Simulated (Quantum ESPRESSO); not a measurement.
Quantum ESPRESSO is run on I (Cmce, 4 atoms in the cell), and the run fails. The aim is a self-consistent single point with DFT, PBE, plane waves, SSSP 1.1.2 efficiency (PBE) pseudopotentials.

Cell that was meant: a = 4.2808 Å, b = 4.2808 Å, c = 9.6275 Å, α = 90.00°, β = 90.00°, γ = 113.24°.

Part of the input:

```fortran
 occupations = 'smearing'
 smearing = 'gauss'
 degauss = 0.000734986
 nbnd = 12
/
&ELECTRONS
 conv_thr = 1.0d-9
```

Log, with long lists cut:

```
 %%%%%%%%%%%%%%%%%%%%%%%%%%%%%%%%%%%%%%%%%%%%%%%%%%%%%%%%%%%%%%%%%%%%%%%%%%%%%%
     Error in routine setup (1):
     too few bands
 %%%%%%%%%%%%%%%%%%%%%%%%%%%%%%%%%%%%%%%%%%%%%%%%%%%%%%%%%%%%%%%%%%%%%%%%%%%%%%

     stopping ...
```

Question: Read the log: what does the program object to, and what is the fix?

Answer: The fault is too few bands; here the program stops on it instead of giving results. To fix it, raise the band count or leave it to the default. The program stopped before any SCF iteration.

An input that runs soundly differs in these lines (not the only fix; some lines may just follow from the change or write a value another way):
```diff
- nbnd = 12
```

With that input, the run converged in 8 iterations: free energy E − TS -20621.2035 eV; top of the valence band (on the code's own zero) 3.38 eV; gap on the k-point mesh 1.29 eV; pressure 2.51 GPa; largest force (vector length) 0.989 eV/Å (DFT, PBE, plane waves, SSSP 1.1.2 efficiency (PBE) pseudopotentials).

On the sound input: the starting cell has typed, rounded lattice constants, without a prior relaxation at this level. Its lattice was rescaled by a random factor within 2.5 % of one. Spin-orbit coupling is off.
